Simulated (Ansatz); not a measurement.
CdSe: stress against strain

CdSe (wurtzite, P6_3mc, 28.132 Å³/atom at rest, c along z) under a strain ε along c (axis z), the other axes held. PBEsol in Ansatz, a plane-wave DFT program (PAW, default set), 420 eV, 9×9×5 Γ-centred mesh, Fermi-Dirac smearing 0.05 eV; ions are relaxed within the symmetry of each cell. Stress is positive for a compressed cell.

Here s stands for strain and y for stress zz.

```
strain (%)  stress zz (GPa)
----------  ---------------
-1.20                  1.00
-0.60                  0.51
0.00                   0.00
0.60                  -0.49
1.20                  -0.98
3.00                      ?
```

Task: Fit y against s with a straight line, and predict the withheld value at s = 3.00.

Result: Means: s 0, y 0.008. About the means, the sum of products is -2.9760 and the sum of squares of s is 3.6000; the slope is their ratio. Least squares gives y = 0.008 - 0.8267·s. Residuals (row less fit): 0.000, 0.006, -0.008, -0.002, 0.004; standard error 0.006 (degrees of freedom: 3). The slope gives the elastic constant C33 = 83 ± 0.3 GPa. At the withheld row, y = 0.008 - 0.8267 × 3.0 = -2.472 GPa. The calculation gives -2.38 GPa, 0.092 GPa above the prediction (2.7 % of the range of y in the table). The row lies outside the fitted rows, so this is an extrapolation. From the scatter of the fitted rows alone, a prediction at this place has a standard error of 0.012 GPa, so the miss is 7.7 times that.

One order more, fitted to all 11 runs of the series, follows each within 0.02, so the miss is the next term of a smooth law. Rows are the converged runs of the series near zero and its far end; series whose fitted rows scatter by over a few per cent of the range, as at a crossing or softening among them, aren't shown in this form. Most that stay on the fit to the last digits aren't either.
